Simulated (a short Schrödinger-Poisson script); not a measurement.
From a short Schrödinger-Poisson script (our own, NumPy): one-band effective-mass equation with BenDaniel-Duke matching, electrons, heavy and light holes apart, hard walls at the outer ends, one valence edge for both holes (no strain splitting), no charge, excitons, band mixing or non-parabolicity; under a field the levels are quasi-bound states of a box, listed while three quarters of their weight lies within 4 nm of the wells.

Stack: coupled double In0.53Ga0.47As/InP quantum well.

From the first side: 20 nm InP; 5 nm In0.53Ga0.47As; 3 nm InP; 5 nm In0.53Ga0.47As; 20 nm InP.

The device is made up for the run: typed textbook-type constants, with dimensions and the other settings drawn at random. In0.53Ga0.47As: direct gap (eV) 0.74, conduction-band edge (eV) 0, electron mass (mₑ) 0.041, heavy-hole mass 0.38, light-hole mass 0.052. InP: direct gap (eV) 1.344, conduction-band edge (eV) 0.25, electron mass (mₑ) 0.08, heavy-hole mass 0.53, light-hole mass 0.12.

The valence-band edge of each layer lies one gap below its conduction-band edge. The electron's potential energy rises along the stack by the applied field. Mesh 0.03 nm at interfaces.

Task: Give the hh1 − lh1 (meV); the shift of e1-hh1 at 101.2 kV/cm (meV); the e2 − e1 (meV).

Result: hh1 − lh1 (meV): 57.7; shift of e1-hh1 at 101.2 kV/cm (meV): -75.8; e2 − e1 (meV): 20.1. Parabolic bands overrate the confinement in so narrow a well of a small-gap material. Excitons are left out, and strain enters only through the typed gaps and offsets, so measured lines lie elsewhere.
